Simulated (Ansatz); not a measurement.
Consider SrTiO3 in the cubic perovskite structure (space group Pm-3m, No. 221; a = 3.891 Å).

Structures relaxed with PBEsol (Ansatz, a quantum-chemistry and plane-wave program, PAW, no SOC).

Base:

Simulated powder pattern, Mo Kα, λ = 0.71073 Å (kinematic, ideal powder, no thermal factors, no anomalous dispersion; the 10 strongest lines at most, above 2 %, up to 2θ = 40°):

| 2θ (°) | I/Imax (%) | hkl |
|---|---|---|
| 10.48 | 3.7 | (100) |
| 14.84 | 100 | (110) |
| 18.20 | 22 | (111) |
| 21.05 | 45 | (200) |
| 25.85 | 43 | (211) |
| 29.94 | 28 | (220) |
| 33.57 | 19 | (310) |
| 35.26 | 7.4 | (311) |
| 36.89 | 8.8 | (222) |
| 39.96 | 22 | (321) |

Perturbation: the cell is scaled by 1.0240 in all directions, atoms relaxed at fixed cell.

After the change:

Simulated powder pattern, Mo Kα, λ = 0.71073 Å (kinematic, ideal powder, no thermal factors, no anomalous dispersion; the 10 strongest lines at most, above 2 %, up to 2θ = 40°):

| 2θ (°) | d (Å) | I/Imax (%) | hkl |
|---|---|---|---|
| 10.23 | 3.985 | 3.6 | (100) |
| 14.49 | 2.817 | 100 | (110) |
| 17.77 | 2.300 | 22 | (111) |
| 20.55 | 1.992 | 45 | (200) |
| 25.24 | 1.627 | 44 | (211) |
| 29.22 | 1.409 | 28 | (220) |
| 32.76 | 1.260 | 19 | (310) |
| 34.41 | 1.201 | 7.6 | (311) |
| 35.99 | 1.150 | 9.1 | (222) |
| 38.99 | 1.065 | 22 | (321) |

The indices refer to the base's conventional cell; one index is shown for lines that coincide.

The cells carry an imposed strain or load. Whether these cells are dynamically stable was not tested. The final runs are not spin-polarised. Many cubic perovskites are stable only at high temperature; tilts and polar distortions were not tested.
